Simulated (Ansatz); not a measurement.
AlB2-type HfB2

All values below come from LDA (Ansatz, a first-principles code, plane waves, PAW).

Settings: plane-wave cutoff 520 eV, 24×24×18 k mesh (along the axes of the cell as run), Fermi–Dirac smearing 0.09 eV (set by the program), scalar-relativistic PAW data made under PBE.

Cell: relaxed at this level.

For AlB2-type HfB2, the elastic constant C11 comes out as 646 GPa. The elastic constant C12 is 70.6 GPa. The elastic constant C13 is 138 GPa and the elastic constant C33 is 490 GPa. The elastic constant C44 comes out as 288 GPa and the elastic constant C66 is 288 GPa. The voigt–Reuss–Hill bulk modulus comes out as 274 GPa and the voigt–Reuss–Hill shear modulus (Hill average) is 265 GPa. The Young modulus is 601 GPa and the Poisson ratio is 0.135.

Elastic constants are with the ions relaxed.

Spin–orbit coupling is not included.

The computed numbers hold no vibrational or temperature effects.

Cost on a shared machine: about 25 core-minutes (a rough figure).
